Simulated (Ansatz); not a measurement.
**NiSi: Si → Bi**

Base system: NiSi (space group Pnma, No. 62; a = 5.123 Å, b = 3.342 Å, c = 5.568 Å; non-magnetic).

Now apply this change: Bi takes the place of Si on all its sites, then cell and atoms are relaxed.

All numbers come from r2SCAN/PAW in Ansatz (a quantum-chemistry and plane-wave program), spin-orbit coupling left out, earlier PAW set. Settings: 13×13×9 k-points, 0.05 eV Fermi–Dirac smearing, for the changed cell.

```json
{
  "volume_per_atom": "19.25 Å³ (base 11.92 Å³)",
  "space_group": "P6_3/mmc (No. 194) (base Pnma (No. 62))",
  "shortest_interatomic_distance": "262.3 pm (base 226.5 pm)",
  "band_gap": "zero (base zero)"
}
```

No phonon test of stability was made. For NiBi in this form, whether it has been made was not checked. Seeded moments were not kept for Si → Bi and the base. All final runs are without spin polarisation.
